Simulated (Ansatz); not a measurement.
Partial pair distribution functions of a relaxed model of amorphous Ti₂₀O₄₃Al₂, broadened by 0.06 Å; density 3.56 g/cm³. These are PBE, scalar-relativistic without spin-orbit coupling (plane waves to 420 eV, PAW; Ansatz, an electronic-structure program) values and carry that method's errors.

Preparation: random packing, a CHGNet melt and quench, and a DFT relaxation. O atoms were pushed apart under 1.9 Å during the dynamics, to hinder bonds among them. The hot cell started wider than the set density and was brought back towards it in steps. It is the lowest in DFT energy of 2 quenches. It is a model cell: composition and starting density were chosen by hand, and all elements were melted together. No dispersion term was used. Its density started from a set value of 3.56 and ended at 3.56 g/cm³. Cooling (nominally 300 K/ps over its main leg) ran many orders faster than in experiment, which tends to leave more defects and strain. A cell of this size samples the disorder only roughly. The volume was held where the preparation left it and the shape relaxed, at a PBE pressure of 3.1 GPa. Stress components on the final sampling reach 3.1 GPa. On a 2×2×2 Γ-centred mesh force components of up to 0.15 eV/Å stay, since the relaxation ran on the zone centre alone.

```csv
r (Å),g Ti-O,g O-Al,g Ti-Ti,g O-O
1.50,0.00,0.00,0.00,0.00
1.60,0.06,0.35,0.00,0.00
1.70,1.22,6.87,0.00,0.00
1.80,4.74,10.27,0.00,0.00
1.90,6.14,1.26,0.00,0.00
2.00,4.80,0.01,0.00,0.00
2.10,2.56,0.00,0.00,0.00
2.20,1.03,0.00,0.00,0.00
2.30,0.58,0.00,0.00,0.08
2.40,0.21,0.00,0.00,0.68
2.50,0.13,0.00,0.00,1.95
2.60,0.14,0.00,0.01,1.89
2.70,0.07,0.00,0.15,2.65
2.80,0.14,0.03,0.52,3.09
2.90,0.13,0.42,1.44,2.61
3.00,0.06,0.66,2.14,1.93
3.10,0.21,1.13,1.82,1.32
3.20,0.68,1.21,1.74,0.88
3.30,0.66,1.87,2.11,0.62
3.40,0.57,2.06,2.54,0.48
3.50,0.85,0.98,1.95,0.55
3.60,1.07,0.81,1.16,0.54
3.70,0.91,1.05,1.57,0.62
3.80,0.93,1.19,1.65,0.89
3.90,1.22,0.85,0.97,0.76
4.00,1.26,0.66,0.46,0.84
4.10,1.48,1.13,0.29,0.86
4.20,1.92,1.76,0.34,0.73
4.30,1.73,1.89,0.41,0.67
4.40,1.62,1.41,0.42,0.70
```

Within 2.64 Å each Ti has 5.65 O neighbours on average.
